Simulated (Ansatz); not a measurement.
Predicting one run from its neighbours: the pressure against the volume, Fe (Im-3m, 1 atom in the cell)

```yaml
crystal:
  lattice:
    - [-1.41005, 1.41005, 1.41005]
    - [1.41005, -1.41005, 1.41005]
    - [1.41005, 1.41005, -1.41005]
  atoms:
    - { symbol: Fe, position: [0.00000, 0.00000, 0.00000], spin: 4.0 }
```
(The spins are starting values, not results.)

Method: LDA (PW92), default PAW files made with PBE (plane waves; Ansatz, a quantum-chemistry and plane-wave program).

Base settings: basis.ecutwfc = 420 eV; kpoints.mp_grid.grid = 16 16 16; hamiltonian.xc = lda; hamiltonian.pseudopotentials = {kind: paw} (the program's default PAW files); magnetization.spin_polarized = true; scf.occupations.method = cold; scf.occupations.width = 0.136 eV.

The starting cell comes from a database of computed structures (which also holds hypothetical and non-ambient phases and stackings), without a prior relaxation at this level. Its lattice was rescaled by a random factor within 2.5 % of one. With one magnetic atom in the cell only a parallel order is possible. In the cell shown, with a pressure of about -16 GPa the cell is away from its equilibrium volume at this level. Ansatz's pressure includes its estimate of the finite-basis (Pulay) stress.

Murnaghan's equation with B′ set to 4 (a common value, assumed and not fitted) makes the pressure a straight line in x = (V₁/V)⁴, here with V₁ = 11.214 Å³/atom: P = a + b·x. The rows are the cell shown with its lattice scaled (for instance lattice scaled by 0.97, lattice scaled by 0.985, lattice scaled by 1.015, lattice scaled by 1.03); fractional positions and shape were held.

| volume (Å³/atom) | (V₁/V)⁴ | pressure (GPa) |
|---|---|---|
| 12.254 | 0.7013 | -27.68 |
| 11.726 | 0.8365 | ? |
| 11.214 | 1.0000 | -15.96 |
| 10.717 | 1.1988 | -7.23 |
| 10.235 | 1.4411 | 3.83 |

Question: Fit the line to the 4 rows given and predict the withheld one.

Answer: Means: x̄ = 1.0853, ȳ = -11.760. Σ(x − x̄)(y − ȳ) = 12.53 and Σ(x − x̄)² = 0.2942, so b = 42.60 and a = ȳ − b·x̄ = -57.994; P = 0 at x₀ = −a/b = 1.3614, so V₀ = V₁·x₀^(−1/4) = 10.38 Å³/atom and B₀ = 4·b·x₀ = 232 GPa (for B′ = 4 and held positions). The largest residual of the fitted rows is 0.57. At x = 0.8365 the line gives -22.36 GPa. The run gave -21.92 GPa, a miss of 0.44 GPa. The rows were chosen because the form fits them, the withheld one included, so this shows the method and is no test of the form.

Left out of this page: 5 runs of the series outside the window shown, repeating another row's setting, or not comparable.

Keys are those of Ansatz 0.2.
